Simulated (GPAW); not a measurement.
# σyy against uniaxial strain in CsCl-type AuZn (space group 221): C12 (GPAW, LDA)

```yaml
crystal:
  lattice:
    - [3.05419, 0.00000, 0.00000]
    - [0.00000, 3.10070, 0.00000]
    - [0.00000, 0.00000, 3.10070]
  atoms:
    - { symbol: Zn, position: [0.50000, 0.50000, 0.50000] }
    - { symbol: Au, position: [0.00000, 0.00000, 0.00000] }
```

Method: LDA (Perdew-Wang 92), GPAW PAW datasets LDA (gpaw-data 1.0.1) (plane waves; GPAW). Settings: mode = pw; ecut = 780 eV; xc = LDA; kpts = 22 22 22; mesh shift (steps) = 0 0 0; occupations.name = fermi-dirac; occupations.width = 0.05 eV; nbands = -8; convergence.density = 1e-06 e/electron; convergence.energy = 1e-06 eV/electron; symmetry.symmorphic = false; symmetry.tolerance = 0.0005; maxiter = 100. The cell above is the first row's. The rows stretch one cube axis (x) by the strain ε and hold the other two. Stress is positive in tension. In all rows fractional positions and the k mesh are held.

| ε (%) | σyy (GPa) |
|---|---|
| -1.5 | ? |
| -1.0 | -1.36 |
| -0.5 | -0.56 |
| 0.0 | 0.21 |
| 0.5 | 0.96 |
| 1.0 | 1.69 |
| 1.5 | 2.41 |
| 2.0 | 3.11 |

The 7 complete rows are fitted with a parabola, σyy against ε. Least squares gives σyy = 0.207 + 1.5255·ε - 0.0376·ε². Residuals (row less fit): -0.004, 0.005, 0.003, 0.000, -0.005, -0.001, 0.002; standard error 0.005 (degrees of freedom: 4). The slope at ε = 0, 1.5255 GPa per cent, gives C12 ≈ 100 × 1.5255 = 153 GPa, for the static lattice.

What does the fit predict for σyy at ε = -1.5, and how far is the calculated value from it?

σyy = 0.207 + 1.5255 × (-1.5) - 0.0376 × (-1.5)² = -2.166 GPa. The calculation gives -2.18 GPa, 0.014 GPa below the prediction (0.3 % of the range of σyy in the table). The row lies outside the fitted rows, so this is an extrapolation. From the scatter of the fitted rows alone, a prediction at this place has a standard error of 0.008 GPa, so the miss is 1.7 times that.

Carrying the step between the two nearest rows on in a straight line would have given -2.16, off by 0.02; series whose last step already gives the withheld value aren't shown. The reference cell has the volume at which an earlier scan in this program and functional put its minimum by a fit. The runs keep the symmetry of the cell, so they don't test it for distortions. The unstrained cell stands at a pressure of -0.21 GPa, and the constants belong to that pressure. By symmetry this strain leaves no force on the atoms; the largest in the rows is 0.000 eV/Å. Spin-orbit coupling is off. Without a gap such slopes are sensitive to mesh and smearing. Cutoffs and mesh are single choices, not tested for convergence of this quantity. Series with a scatter that would blur these digits, or in which a gap closes, are not shown. Strain series were run only where this level's volume lies within 10 % of a first guess from the measured size.
